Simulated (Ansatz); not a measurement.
Take MoS$_{2}$ in the 2H-MoS2 type structure (space group P6_3/mmc, No. 194; a = 3.173 Å, c = 12.437 Å; layered, stacked along the Cartesian z axis) as the base. Axes: x lies along a and z along c of the hexagonal cell.

Calculations: r2SCAN+rVV10 in Ansatz (plane waves to 500 eV, PAW, without spin-orbit coupling), earlier PAW set.

Before the change:

| Item | Value |
|---|---|
| Valence-band top at Γ | 0.00, -1.13, -1.36 eV |
| Pressure | 0.00 GPa |

Modification: a pure shear with ε_yz = ε_zy = -0.0382, atoms relaxed at fixed cell.

Task: Estimate the effect on the energy relative to the base, valence-band top at Γ, pressure and largest internal atomic displacement.

Result: The energy rises by 3.7 meV/atom; the valence-band top at Γ (three highest levels, from the VBM) becomes 0.00, -1.17, -1.36 eV (base: 0.00, -1.13, -1.36 eV); the pressure (mean of the normal stresses, compression positive) goes from zero to 0.22 GPa; the largest internal atomic displacement amounts to 0.300 Å.

The levels and masses belong to the bands next to the band gap. The cells carry an imposed strain or load. No phonon test of stability was made. Under tensor shear ε_yz = −3.82 % atoms moved by over 0.3 Å (layers or molecules slid or turned), so the response is not a plain elastic one.

Ansatz is an electronic-structure program.
